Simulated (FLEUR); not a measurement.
A short convergence ladder for HgTe (R3m, 2 atoms in the cell)

```yaml
crystal:
  lattice:
    - [0.00000, 3.21385, 3.21385]
    - [3.21385, 0.00000, 3.21385]
    - [3.21385, 3.21385, 0.00000]
  atoms:
    - { symbol: Hg, position: [0.00449, 0.00449, 0.00449] }
    - { symbol: Te, position: [0.25000, 0.25000, 0.25000] }
```

Base method: PBEsol, all-electron FLAPW (FLEUR), scalar-relativistic valence.

Base settings: Kmax = 4.2 1/bohr; GmaxXC = 16.8 1/bohr; xcFunctional = PBEs; jspins = 1; l_soc = F; mode = hist; fermiSmearingEnergy = 0.00036749 Htr; mesh (inpgen div1-3) = 3 3 3; inpgen gamma flag = false; Gmax = 16.8 1/bohr.

Core times come from one kind of shared machine, to one figure; runs under 30 s give none.

**The k-point mesh**

Moved along: kpt_gamma.

The second cell is the first with its lattice scaled by 0.98.

Only quantities that move along the ladder and can be compared are tabulated.

| kpt_div | free energy less the last step's (meV/atom) | energy of the compressed cell less the first (meV/atom) | largest difference of a force vector from the last step's (eV/Å) | core time / last (rough) |
|---|---|---|---|---|
| 2 2 2 | 725.99 | 112.71 | 0.009 | 0.2 |
| 3 3 3 | 168.00 | 61.73 | 0.008 | 0.1 |
| 5 5 5 | 16.29 | 45.48 | 0.002 | 0.2 |
| 6 6 6 | 5.69 | 43.91 | 0.001 | 0.5 |
| 8 8 8 | 0.00 | 43.27 | 0.000 | 1 |

Coarsest kpt_div that holds the forces within 0.005 eV/Å of the last step, with all finer ones: 5 5 5, at about 0.2 of the last step's time; the step before is off by 0.008 eV/Å.

Coarsest kpt_div that holds the energy of the compressed cell less the first within 2 meV/atom of the last step, with all finer ones: 6 6 6; the step before is off by 2.2 meV/atom.

Coarsest kpt_div that holds the free energy within 5 meV/atom: not settled: the last two steps still differ by 5.7 meV/atom, over half the tolerance, so the ladder does not show it.

On the base run: the starting cell has typed, rounded lattice constants, without a prior relaxation at this level. Its lattice was rescaled by up to half a per cent. One atom was moved a little off its site on purpose. Values depend on the basis (sphere radii, cutoffs, local orbitals), which need not be converged. No gap is read from this output.
